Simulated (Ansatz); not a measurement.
Effect of isotropic strain +1.00 % on GaAs

The parent structure is GaAs in the zinc blende structure (space group F-43m, No. 216; a = 5.746 Å).

Modification: the cell is scaled by 1.0100 in all directions; the atoms relax in the strained cell.

Method: PBE (Ansatz, an electronic-structure program; PAW; 420 eV plane waves; spin-orbit coupling left out). Γ-centred 10×10×10 mesh, Fermi–Dirac width 0.05 eV.

```csv
quantity,base,changed,shift
volume per atom,23.71 Å³,24.43 Å³,+0.72 Å³
space group,F-43m (No. 216),F-43m (No. 216),–
shortest interatomic distance,2.488 Å,2.513 Å,+0.025 Å
energy relative to the base (free energy F),0 meV/atom,+3.8 meV/atom,+3.8 meV/atom
pressure,0.0 GPa,-1.7 GPa,-1.7 GPa
band gap,0.16 eV,zero,–
```

Stability against distortions was not tested. All final runs are without spin polarisation. The zero or small gap of GaAs can change with the level of theory.
